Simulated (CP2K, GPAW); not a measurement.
A GPAW input for a self-consistent single point of Mg3Sb2 (P-3m1, 5 atoms in the cell) (DFT PBE, plane waves, GPAW PAW datasets PBE (gpaw-data 1.0.1)):

```python
from ase import Atoms
from ase.units import GPa
from gpaw import GPAW

atoms = Atoms(['Mg', 'Mg', 'Mg', 'Sb', 'Sb'],
              cell=[[2.280000, -3.949076, 0.000000],
                    [2.280000, 3.949076, 0.000000],
                    [0.000000, 0.000000, 7.230000]],
              scaled_positions=[[0.000000, 0.000000, 0.000000],
                                [0.333333, 0.666667, 0.634000],
                                [0.666667, 0.333333, 0.366000],
                                [0.333333, 0.666667, 0.228000],
                                [0.666667, 0.333333, 0.772000]],
              pbc=True)

calc = GPAW(mode={'name': 'pw', 'ecut': 800},
            xc='PBE',
            kpts=(5, 5, 3),
            occupations={'name': 'fermi-dirac', 'width': 0.02},
            nbands=-6,
            convergence={'bands': -4},
            symmetry={'symmorphic': False, 'tolerance': 0.0005},
            maxiter=120,
            txt='-')

atoms.calc = calc

energy = atoms.get_potential_energy()
print('Energy (eV):', round(energy, 6))
forces = atoms.get_forces()
print('Forces (eV/Ang):')
print(forces.round(5))
stress = atoms.get_stress()
print('Stress (GPa, Voigt):', (stress / GPa).round(4))
```

**Question.** Translate this input to CP2K.

**Answer.** One input that does it (others would too):

```
&GLOBAL
  PROJECT bulk
  RUN_TYPE ENERGY_FORCE
  PRINT_LEVEL MEDIUM
&END GLOBAL
&FORCE_EVAL
  METHOD Quickstep
  STRESS_TENSOR ANALYTICAL
  &DFT
    BASIS_SET_FILE_NAME BASIS_MOLOPT
    POTENTIAL_FILE_NAME GTH_POTENTIALS
    &QS
      METHOD GPW
      EPS_DEFAULT 1E-10
    &END QS
    &MGRID
      CUTOFF 1000
      REL_CUTOFF 50
      NGRIDS 5
    &END MGRID
    &SCF
      SCF_GUESS ATOMIC
      EPS_SCF 1E-7
      MAX_SCF 100
      ADDED_MOS 8
      &DIAGONALIZATION
        ALGORITHM STANDARD
      &END DIAGONALIZATION
      &MIXING
        METHOD BROYDEN_MIXING
        ALPHA 0.3
        NBUFFER 8
      &END MIXING
      &SMEAR ON
        METHOD FERMI_DIRAC
        ELECTRONIC_TEMPERATURE [K] 232.09
      &END SMEAR
    &END SCF
    &KPOINTS
      SCHEME MONKHORST-PACK 5 5 3
    &END KPOINTS
    &XC
      &XC_FUNCTIONAL PBE
      &END XC_FUNCTIONAL
    &END XC
    &PRINT
      &MO
        EIGENVALUES T
        OCCUPATION_NUMBERS T
        NDIGITS 8
        FILENAME mo
        &EACH
          QS_SCF 0
        &END EACH
        ADD_LAST NUMERIC
      &END MO
      &MULLIKEN ON
      &END MULLIKEN
    &END PRINT
  &END DFT
  &SUBSYS
    &CELL
      A 4.56000000 0.00000000 0.00000000
      B -2.28000000 3.94907600 0.00000000
      C 0.00000000 0.00000000 7.23000000
      PERIODIC XYZ
    &END CELL
    &COORD
      SCALED
      Mg       0.00000000     0.00000000     0.00000000
      Mg       0.33333333     0.66666667     0.63400000
      Mg       0.66666667     0.33333333     0.36600000
      Sb       0.33333333     0.66666667     0.22800000
      Sb       0.66666667     0.33333333     0.77200000
    &END COORD
    &KIND Mg
      BASIS_SET DZVP-MOLOPT-SR-GTH-q10
      POTENTIAL GTH-PBE-q10
    &END KIND
    &KIND Sb
      BASIS_SET DZVP-MOLOPT-SR-GTH-q5
      POTENTIAL GTH-PBE-q5
    &END KIND
  &END SUBSYS
  &PRINT
    &FORCES ON
    &END FORCES
    &STRESS_TENSOR ON
    &END STRESS_TENSOR
  &END PRINT
&END FORCE_EVAL
```

Basis, cutoffs, solver keys and any potentials are the target program's own. This input uses DFT PBE, GPW, DZVP-MOLOPT-SR-GTH basis, GTH-PBE potentials (GTH_POTENTIALS).

The starting cell has typed, rounded lattice constants, without a prior relaxation at this level.
